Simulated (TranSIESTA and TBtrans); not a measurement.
Junction: bithiophene held by thiolate S between two Au chains. Leads: straight Au chain, spacing 2.55 Å. Geometry: 18 atoms about the centre moved by SIESTA (PBE, SZP) to a largest force of 0.05 eV/Å, all others as built. Transport runs along z; the first 6 and the last 6 of the 34 atoms are the lead cells, repeated to infinity.

```xyz
34
Lattice="13.141 0.000 0.000 0.000 13.141 0.000 0.000 0.000 54.429" Properties=species:S:1:pos:R:3 pbc="F F T"
Au     6.571     6.571     0.000
Au     6.571     6.571     2.550
Au     6.571     6.571     5.100
Au     6.571     6.571     7.650
Au     6.571     6.571    10.200
Au     6.571     6.571    12.750
Au     6.571     6.571    15.300
Au     6.571     6.571    17.850
Au     6.549     6.640    20.363
S      7.112     4.652    21.301
C      7.259     5.408    22.917
C      8.434     5.992    23.520
C      8.209     6.526    24.840
C      6.856     6.354    25.295
S      5.859     5.508    24.069
C      6.286     6.787    26.585
C      4.932     6.615    27.039
C      4.706     7.150    28.359
C      5.881     7.733    28.963
S      6.028     8.488    30.579
S      7.282     7.632    27.812
H      9.443     6.026    22.949
H      9.018     7.055    25.482
H      4.123     6.088    26.396
H      3.696     7.116    28.928
Au     6.591     6.500    31.516
Au     6.571     6.571    34.029
Au     6.571     6.571    36.579
Au     6.571     6.571    39.129
Au     6.571     6.571    41.679
Au     6.571     6.571    44.229
Au     6.571     6.571    46.779
Au     6.571     6.571    49.329
Au     6.571     6.571    51.879
```

Run with TranSIESTA and TBtrans (open boundaries, self-consistent; PseudoDojo norm-conserving potentials, scalar-relativistic): PAO.BasisSize DZP, PAO.EnergyShift 0.15 eV, XC.Authors PBE, Mesh.Cutoff 150 Ry, ElectronicTemperature 300 K, TS.Voltage 0.0 eV, TBT.Elecs.Eta 0.001 eV, no spin polarisation.

Energies count from the leads' Fermi level. Transmissions are for one spin of a degenerate pair. The energy step is 0.02 eV; narrower resonances are cut or missed.

| E (eV) | T |
|---|---|
| -0.20 | 0.613 |
| -0.16 | 0.643 |
| -0.12 | 0.748 |
| -0.08 | 0.670 |
| -0.04 | 0.612 |
| 0.00 | 0.585 |
| 0.04 | 0.612 |
| 0.08 | 0.614 |
| 0.12 | 0.612 |
| 0.16 | 0.609 |
| 0.20 | 0.605 |

Question: Give the zero-bias conductance in μS and the resistance at 300 K.

Answer: At the Fermi level T = 0.585. Averaged with −∂f/∂E over the full grid (kT = 25.9 meV) it is 0.608. With G0 = 2e²/h = 77.48 μS, G = 47.1 μS and R = 1/G = 21.2 kΩ.

Question: The eigenchannels at the Fermi level transmit 0.585. What Fano factor of the shot noise follows at low temperature and bias?

Answer: F = Σ τ(1 − τ)/Σ τ = 0.243/0.585 = 0.42.

The leads' channel count changes near -0.01 eV, within the thermal window, so values at the Fermi level hang on where that band edge falls. The leads are straight chains one atom wide, held at their spacing: model electrodes, not surfaces. Semilocal functionals put molecular levels too close to the Fermi level and tend to overestimate such conductances.
